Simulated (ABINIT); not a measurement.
A user runs ABINIT on CuPt (R-3m, 2 atoms in the cell) and asks whether the run is sound. The aim is a self-consistent single point with DFT, PBEsol, plane waves, PAW (JTH v2.0 PBE PAW, files made for PBE).

Cell that was meant: a = 4.5180 Å, b = 4.5180 Å, c = 4.5180 Å, α = 35.03°, β = 35.03°, γ = 35.03°.

Part of the input:

```
ntypat 2
znucl 29 78
typat 1 2
xred
         0.0000000000    0.0000000000    0.0000000000
         0.0000000000    0.0000000000   12.0084224511
ecut 60 Ry
```

Output (repeated stretches shortened):

```
 Symmetries : space group Cm (#  8); Bravais mC (1-face-center monocl.)

 -outvars: echo values of preprocessed input variables --------
   [... lines left out ...]

 getcut: wavevector=  0.0000  0.0000  0.0000  ngfft=  45  45  45
         ecut(hartree)=     30.000   => boxcut(ratio)=   2.09019

 Fine grid specifications (used for densities):

 getcut: wavevector=  0.0000  0.0000  0.0000  ngfft=  60  60  60
         ecut(hartree)=     60.000   => boxcut(ratio)=   2.01632

   2.00402356E+03                                ecore*ucvol(ha*bohr**3)

 newkpt: prtvol=0 or 1, do not print more k-points.
_setup2: Arith. and geom. avg. npw (full set) are    1437.283    1437.269
--- !BeginCycle
solver: {iscf: 17, nstep: 100, nline: 4, wfoptalg: 10, }
tolerances: {tolvrs: 1.00E-11, }
...

     iter   Etot(hartree)      deltaE(h)  residm     nres2
 ETOT  1   2267.8463104114     2.268E+03 1.136E+02 1.508E+03
 ETOT  2   2265.1233892732    -2.723E+00 4.113E-01 4.177E+02
 ETOT  3   2265.2910381340     1.676E-01 1.457E+00 2.485E+02
 ETOT  4   2265.3915477176     1.005E-01 4.905E-01 5.246E+01
 ETOT  5   2265.4280047909     3.646E-02 1.660E-01 2.118E+00
   [... 14 lines left out ...]
 ETOT 20   2265.4234460137     1.819E-12 2.149E-04 1.658E-10
 ETOT 21   2265.4234460137    -4.093E-12 6.574E-05 5.852E-11
 ETOT 22   2265.4234460137     3.183E-12 8.908E-05 2.001E-11
 ETOT 23   2265.4234460137    -9.095E-13 3.817E-05 5.907E-12
 At SCF step   23       nres2   =  5.91E-12 < tolvrs=  1.00E-11 =>converged.

 Cartesian components of stress tensor (hartree/bohr^3)
  sigma(1 1)= -2.08873885E-03  sigma(3 2)=  4.70210004E+00
  sigma(2 2)= -1.74474007E+00  sigma(3 1)=  0.00000000E+00
  sigma(3 3)= -1.26870243E+01  sigma(2 1)=  0.00000000E+00

 ----iterations are completed or convergence reached----

 reduced coordinates (array xred) for    2 atoms
       0.000000000000      0.000000000000      0.000000000000
       0.000000000000      0.000000000000     12.008422451100
 cartesian forces (eV/Angstrom) at end:
    1         -0.00000000000000    656571.08857188629918  -1771587.82390813436359
    2         -0.00000000000000   -656571.08857188629918   1771587.82390813436359
   [... lines left out ...]
 Fermi (or HOMO) energy (hartree) =   0.23972   Average Vxc (hartree)=  -0.38367
 Fermi (or HOMO) energy (eV) =   6.52317   Average Vxc (eV)= -10.44024
   [... lines left out ...]
total_energy        :  2.26542344600699E+03
total_energy_eV     :  6.16453069947402E+04
...

-Cartesian components of stress tensor (GPa)         [Pressure=  1.4155E+05 GPa]
- sigma(1 1)= -6.14528081E+01  sigma(3 2)=  1.38340536E+05
- sigma(2 2)= -5.13320163E+04  sigma(3 1)=  0.00000000E+00
- sigma(3 3)= -3.73265080E+05  sigma(2 1)=  0.00000000E+00

 Calculation completed.
```

### Question
Is this run sound? If not, what is wrong?

### Answer
The run is not sound. The fault is fractional and Cartesian coordinates mixed up. The same three numbers mean different points as fractional and as Cartesian coordinates. To fix it, make label and numbers agree, by changing either. The run converged in 23 iterations without an error; against the sound input the free energy goes up by 33900 eV/atom, the pressure goes from -1.80 to 141600 GPa and the largest force goes from 0.000 to 1889000 eV/Å.

The sound input it was made from differs as follows (other fixes are possible):
```diff
-xred
+xcart
```

With that input, the run converged in 25 iterations: free energy E − TS -6120.69 eV; Fermi level (on the code's own zero) 7.76 eV; pressure -1.80 GPa (DFT, PBEsol, plane waves, PAW (JTH v2.0 PBE PAW, files made for PBE)).

On the sound input: the starting cell comes from a database of computed structures (which also holds hypothetical and non-ambient phases and stackings), without a prior relaxation at this level. Its lattice was rescaled by a random factor within 2.5 % of one. Spin polarisation is off. The potentials were made for another functional than the one used.
